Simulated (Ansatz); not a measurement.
Ansatz (a program for electronic structure) run on CuPd (P4mm, 2 atoms in the cell): self-consistent single point.

Level of theory: PBEsol, default PAW files made with PBE (plane waves; Ansatz).

The change in words: lattice scaled by 0.98; kpoints.mp_grid.grid: 11 11 11 → 10 10 10; scf.occupations.width: 0.1 eV → 0.05 eV. Reference geometry:
```
CuPd
1.0
    2.96552     0.00000     0.00000
    0.00000     2.96552     0.00000
    0.00000     0.00000     2.96552
Cu Pd
1 1
Cartesian
  0.00000   0.00000   0.05000
  1.48276   1.48276   1.48276
```

Reference input (self-consistent single point, DFT, PBEsol, plane waves, default PAW files made with PBE): basis.ecutwfc = 420 eV; kpoints.mp_grid.grid = 11 11 11; hamiltonian.xc = pbesol; hamiltonian.pseudopotentials = {kind: paw} (the program's default PAW files); scf.occupations.method = gaussian; scf.occupations.width = 0.1 eV. This run's input differs from it in these lines:

Ansatz 0.2 input:
```diff
@@ -3,8 +3,8 @@
   lattice:
-    - [2.965518, 0.000000, 0.000000]
-    - [0.000000, 2.965518, 0.000000]
-    - [0.000000, 0.000000, 2.965518]
+    - [2.906208, 0.000000, 0.000000]
+    - [0.000000, 2.906208, 0.000000]
+    - [0.000000, 0.000000, 2.906208]
   atoms:
-    - { symbol: Cu, position_ang: [0.000000, 0.000000, 0.049999] }
-    - { symbol: Pd, position_ang: [1.482759, 1.482759, 1.482759] }
+    - { symbol: Cu, position_ang: [0.000000, 0.000000, 0.048999] }
+    - { symbol: Pd, position_ang: [1.453104, 1.453104, 1.453104] }
 basis:
@@ -12,3 +12,3 @@
 kpoints:
-  mp_grid: { grid: [11, 11, 11] }
+  mp_grid: { grid: [10, 10, 10] }
 hamiltonian:
@@ -17,3 +17,3 @@
 scf:
-  occupations: { method: gaussian, width: 0.1 eV }
+  occupations: { method: gaussian, width: 0.05 eV }
 output:
```

Output (repeated stretches shortened):

```
SCF iter   1: F=—  HF=-13495.583899 eV  |F-HF|=—  |Δ(HF+E_count)|=         —  Δρ=1.33e-2  dr2=2.39e-2  ethr=1.77e-3  ⟨swp⟩=5.7  Hψ=11928  notcnv=0
all-band conjugate gradients solve this SCF's bands
preconditioner: auto → none
SCF iter   2: F=—  HF=-13495.579456 eV  |F-HF|=—  |Δ(HF+E_count)|=   4.44e-3  Δρ=3.70e-3  dr2=2.17e-3  ethr=6.47e-5  ⟨swp⟩=2.1  Hψ=5554  notcnv=0  defer=50
   [... lines left out ...]
SCF iter   4: F=—  HF=-13495.578953 eV  |F-HF|=—  |Δ(HF+E_count)|=   1.10e-5  Δρ=1.91e-4  dr2=4.32e-6  ethr=2.42e-7  ⟨swp⟩=1.2  Hψ=2893  notcnv=0  defer=50
iter 5 did not close the SCF: its close was put off for the readings that it lacked (scf_convergence_deferred on its scf_iter line)
SCF iter   5: F=-13495.578953 eV  HF=-13495.578953 eV  |F-HF|=3.62e-8  |Δ(HF+E_count)|=   4.79e-7  Δρ=2.83e-5  dr2=7.26e-8  ethr=1.17e-8  ⟨swp⟩=2.3  Hψ=4056  notcnv=0  defer=50
SCF iter   6: F=-13495.578953 eV  HF=-13495.578953 eV  |F-HF|=1.90e-9  |Δ(HF+E_count)|=   5.68e-8  Δρ=3.09e-6  dr2=1.73e-9  ethr=1.96e-10  ⟨swp⟩=3.4  Hψ=10664  notcnv=0
SCF 1 converged in 6 iterations: F = -13495.578953 eV  dr2 = 1.73e-9
Free energy (F): -13495.578953 eV
Internal energy: -13495.577481 eV  (E = F + TS)
E sigma→0 (E₀):  -13495.578217 eV
Entropy (-TS):   -0.001472 eV (-0.736 meV/atom)
Fermi energy:    19.929188 eV
--- Forces (eV/Å), atoms counted from 1 ---
  atom   1  Cu    -0.00000000     0.00000000    -0.44000028
  atom   2  Pd     0.00000000     0.00000000     0.44002970
--- Stress (GPa, compression-positive) ---
       12.642715       0.000000      -0.000000
        0.000000      12.642715       0.000000
        0.000000       0.000000      12.322225
  P = ⅓ Tr σ = 12.5359 GPa (125.359 kbar)
  The stress holds the Pulay correction. Without it, at fixed plane waves, as pw.x and ABINIT print it: P = 12.4381 GPa
```

The run converged in 6 iterations. Against the reference run the free energy rises by 25.3 meV/atom, the pressure goes from -0.44 to 12.54 GPa and the largest force goes from 0.357 to 0.440 eV/Å. The full log also holds: “iter 5 did not close the SCF: its close was put off for the readings that it lacked (scf_convergence_deferred on its scf_iter line)”.

The starting cell comes from a database of computed structures (which also holds hypothetical and non-ambient phases and stackings), without a prior relaxation at this level. Its lattice was rescaled by up to half a per cent. One atom was moved a little off its site on purpose. For this run, on top of that: lattice scaled by 0.98. Spin polarisation is off. With a pressure of about 13 GPa the cell is away from its equilibrium volume at this level. Ansatz's pressure includes its estimate of the finite-basis (Pulay) stress.
